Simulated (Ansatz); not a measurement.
Ansatz (an electronic-structure program) run on InP (F-43m, 2 atoms in the cell): self-consistent single point.

Level of theory: PBE with spin-orbit coupling (plane waves, PAW; Ansatz).

```
CELL_PARAMETERS angstrom
      0.00000     3.01072     3.01072
      3.01072     0.00000     3.01072
      3.01072     3.01072     0.00000
ATOMIC_POSITIONS crystal
  In 0.00000 0.00000 0.00000
  P  0.25000 0.25000 0.25000
```

Reference input (self-consistent single point, DFT, PBE, plane waves, default PAW files): kpoints.mp_grid.grid = 5 5 5; hamiltonian.xc = pbe; hamiltonian.pseudopotentials = {kind: paw} (the program's default PAW files); scf.occupations.method = fermi_dirac; scf.occupations.width = 0.0007 Ry. This run's input differs from it in these lines:

Ansatz 0.2 input:
```diff
@@ -13,2 +13,5 @@
   pseudopotentials: { kind: paw }
+magnetization:
+  noncollinear: true
+  spin_orbit: true
 scf:
```

Output (repeated stretches shortened):

```
SCF iter   1: F=—  HF=-6356.093133 eV  |F-HF|=—  |Δ(HF+E_count)|=         —  Δρ=3.26e-2  dr2=8.42e-1  dr2_m=0.00e0 (ungated)  ethr=3.10e-3  |M|=0.00e0 ∫|m|=0.00e0 μB  |m|>n=0.0e0 m-floor=0.0e0 τ_xc=0.0e0  β_m=0.30  ⟨swp⟩=9.3  Hψ=1631  notcnv=0
all-band conjugate gradients solve this SCF's bands
preconditioner: auto → none
   [... lines left out ...]
SCF iter   6: F=—  HF=-6355.889029 eV  |F-HF|=—  |Δ(HF+E_count)|=   8.56e-6  Δρ=1.91e-5  dr2=4.50e-7  dr2_m=0.00e0 (ungated)  ethr=5.72e-8  |M|=0.00e0 ∫|m|=0.00e0 μB  |m|>n=0.0e0 m-floor=0.0e0 τ_xc=0.0e0  β_m=0.84  ⟨swp⟩=2.0  Hψ=298  notcnv=0  defer=36
SCF iter   7: F=-6355.889029 eV  HF=-6355.889029 eV  |F-HF|=3.40e-10  |Δ(HF+E_count)|=   5.47e-8  Δρ=3.27e-6  dr2=6.41e-9  dr2_m=0.00e0 (ungated)  ethr=5.56e-10  |M|=0.00e0 ∫|m|=0.00e0 μB  |m|>n=0.0e0 m-floor=0.0e0 τ_xc=0.0e0  ⟨swp⟩=12.1  Hψ=1327  notcnv=0
SCF 1 converged in 7 iterations: F = -6355.889029 eV  dr2 = 6.41e-9
Magnetization: |M| = 0.0000 μB,  M = (+0.0000, +0.0000, +0.0000) μB
Absolute magnetization: 0.0000 μB (∫|m|)
  site 0: m = (+0.0000, +0.0000, +0.0000) μB, |m| = 0.0000 μB  (R = 1.08 Å)
  site 1: m = (+0.0000, +0.0000, +0.0000) μB, |m| = 0.0000 μB  (R = 1.08 Å)
Free energy (F): -6355.889029 eV
Internal energy: -6355.889029 eV  (E = F + TS)
E sigma→0 (E₀):  -6355.889029 eV
Entropy (-TS):   -0.000000 eV (-0.000 meV/atom)
Fermi energy:    6.181132 eV
--- Forces (eV/Å), atoms counted from 1 ---
  atom   1  In     0.00000000    -0.00000000    -0.00000000
  atom   2  P     -0.00000000     0.00000000    -0.00000000
--- Stress (GPa, compression-positive) ---
       -1.790682      -0.000000       0.000000
       -0.000000      -1.790682       0.000000
       -0.000000       0.000000      -1.790682
  P = ⅓ Tr σ = -1.7907 GPa (-17.907 kbar)
  The stress holds the Pulay correction. Without it, at fixed plane waves, as pw.x and ABINIT print it: P = -1.8229 GPa
```

The run converged in 7 iterations. Against the reference run the pressure hardly changes (-1.73 to -1.79 GPa).

The starting cell comes from a database of computed structures (which also holds hypothetical and non-ambient phases and stackings), without a prior relaxation at this level. Its lattice was rescaled by a random factor within 2.5 % of one. Ansatz's pressure includes its estimate of the finite-basis (Pulay) stress. A gap is left out here, as mesh or smearing make it unsure.
